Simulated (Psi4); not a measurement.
Psi4 1.11, B3LYP/def2-svp: Zr(NMe)(F)(NH2) (C[N]=[Zr]([NH2])[F]), 10 atoms. The geometry is a generated start, not checked to be a minimum at this level.

- task = energy
- method = b3lyp
- basis = def2-svp
- memory = 3 GB
- maxiter = 100
- keys of the molecule block = symmetry c1
- scf_type = df (default)
- guess = auto, which took SAD (default)
- scf_initial_accelerator = adiis (default)
- e_convergence = 1e-06 (default)
- d_convergence = 1e-06 (default)
- dft_radial_points = 75 (default)
- dft_spherical_points = 302 (default)
- effective core potentials = those of the basis set, past Kr
- basis functions = 112
- grid points = 216545

```xyz
10

Zr    -0.7850     0.9560     0.9001
N     -1.0907    -0.0062    -0.7161
C     -0.0101    -0.2449    -1.6639
H      0.3745    -1.2738    -1.5611
H     -0.3757    -0.1302    -2.6927
H      0.8369     0.4729    -1.5043
F      0.2989     2.4649     0.4578
N      0.2314    -0.3971     2.0497
H      0.1038    -0.5090     3.0632
H      0.4161    -1.3324     1.6673
```

Charge 0 and multiplicity 1 are set for this test and not shown to be the ground state.

One run each on 2 threads. Values of diis_max_vecs tried: 3, 6, 10 (default), 20.

### Question
Which value of diis_max_vecs needs the fewest SCF iterations, and what happens away from it?

### Answer
Fewest SCF iterations, within one of each other: 6 with 13, 10 (default) with 12, 20 with 12. The count rises to 24 at 3. All converge to one solution.

```
diis_max_vecs  SCF iterations            end
-------------  --------------  -------------
3                          24  same solution
6                          13  same solution
10 (default)               12  same solution
20                         12  same solution
```
